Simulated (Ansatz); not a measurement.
A self-consistent single point of Rb₃Zn (P1, 4 atoms in the cell) with Ansatz (an electronic-structure program).

Computed with LDA (PW92), PAW files made with PBE (plane waves; Ansatz).

The change in words: atoms moved at random. Reference geometry:
```
Rb3Zn
1.0
   -3.13969     3.13969     6.31754
    3.13969    -3.13969     6.31754
    3.13969     3.13969    -6.31754
Rb Zn
3 1
Direct
  0.75000   0.25000   0.50000
  0.25000   0.75000   0.50000
  0.50000   0.50000   0.00000
  0.00000   0.00000   0.00000
```

Reference input (self-consistent single point, DFT, LDA (PW92), plane waves, PAW files made with PBE): basis.ecutwfc = 30.9 Ry; kpoints.mp_grid.grid = 5 5 5; hamiltonian.xc = lda; hamiltonian.pseudopotentials = {kind: paw} (the program's default PAW files); scf.occupations.method = gaussian; scf.occupations.width = 0.02 Ry. This run's input differs from it in these lines:

Ansatz 0.2 input:
```diff
@@ -7,6 +7,6 @@
   atoms:
-    - { symbol: Rb, position: [0.75000000, 0.25000000, 0.50000000] }
-    - { symbol: Rb, position: [0.25000000, 0.75000000, 0.50000000] }
-    - { symbol: Rb, position: [0.50000000, 0.50000000, 0.00000000] }
-    - { symbol: Zn, position: [0.00000000, 0.00000000, 0.00000000] }
+    - { symbol: Rb, position: [0.73696800, 0.24436600, 0.48628500] }
+    - { symbol: Rb, position: [0.25385800, 0.74937900, 0.50619700] }
+    - { symbol: Rb, position: [0.50508800, 0.50743900, 0.00632400] }
+    - { symbol: Zn, position: [0.00408500, -0.00118500, 0.00119500] }
 basis:
```

Output (repeated stretches shortened):

```
SCF iter   1: F=—  HF=-12759.187625 eV  |F-HF|=—  |Δ(HF+E_count)|=         —  Δρ=4.94e-2  dr2=6.35e0  ethr=3.10e-3  ⟨swp⟩=6.0  Hψ=7041  notcnv=0
all-band conjugate gradients solve this SCF's bands
preconditioner: auto → Kerker (q_TF=auto, 2.003 Å⁻¹)
SCF iter   2: F=—  HF=-12758.008493 eV  |F-HF|=—  |Δ(HF+E_count)|=    1.18e0  Δρ=2.00e-2  dr2=7.44e-1  ethr=3.10e-3  ⟨swp⟩=3.1  Hψ=3502  notcnv=0
   [... lines left out ...]
SCF iter   7: F=—  HF=-12757.537931 eV  |F-HF|=—  |Δ(HF+E_count)|=   8.74e-5  Δρ=1.29e-4  dr2=3.62e-5  ethr=1.11e-6  ⟨swp⟩=2.3  Hψ=1848  notcnv=0
SCF iter   8: F=—  HF=-12757.537989 eV  |F-HF|=—  |Δ(HF+E_count)|=   5.76e-5  Δρ=3.35e-5  dr2=3.10e-6  ethr=9.28e-8  ⟨swp⟩=2.0  Hψ=2024  notcnv=0
SCF iter   9: F=—  HF=-12757.537988 eV  |F-HF|=—  |Δ(HF+E_count)|=   5.54e-7  Δρ=1.09e-5  dr2=3.13e-7  ethr=7.94e-9  ⟨swp⟩=2.0  Hψ=1971  notcnv=0
SCF iter  10: F=-12757.537988 eV  HF=-12757.537988 eV  |F-HF|=6.18e-10  |Δ(HF+E_count)|=   6.20e-8  Δρ=1.16e-6  dr2=8.20e-9  ethr=2.56e-10  ⟨swp⟩=9.9  Hψ=8065  notcnv=0
SCF 1 converged in 10 iterations: F = -12757.537988 eV  dr2 = 8.20e-9
Free energy (F): -12757.537988 eV
Internal energy: -12757.436511 eV  (E = F + TS)
E sigma→0 (E₀):  -12757.487250 eV
Entropy (-TS):   -0.101477 eV (-25.369 meV/atom)
Fermi energy:    2.814037 eV
--- Forces (eV/Å), atoms counted from 1 ---
  atom   1  Rb     0.01814081     0.05083853     0.02347624
  atom   2  Rb    -0.00776114    -0.04361277     0.02209932
  atom   3  Rb    -0.00819186    -0.00646876    -0.05125268
  atom   4  Zn    -0.00218710    -0.00075756     0.00567437
--- Stress (GPa, compression-positive) ---
       -0.654309       0.001202       0.017286
        0.001202      -0.674114      -0.061737
        0.017286      -0.061737      -0.725073
  P = ⅓ Tr σ = -0.6845 GPa (-6.845 kbar)
  The stress holds the Pulay correction. Without it, at fixed plane waves, as pw.x and ABINIT print it: P = -0.6890 GPa
```

The run converged in 10 iterations. Against the reference run the free energy rises by 1.1 meV/atom, the pressure hardly changes (-0.69 to -0.68 GPa) and the largest force goes from 0.000 to 0.059 eV/Å.

The starting cell comes from a database of computed structures (which also holds hypothetical and non-ambient phases and stackings), without a prior relaxation at this level. For this run, on top of that: atoms moved at random. Ansatz's pressure includes its estimate of the finite-basis (Pulay) stress.

Cost on one core of a shared machine: roughly 30 s.
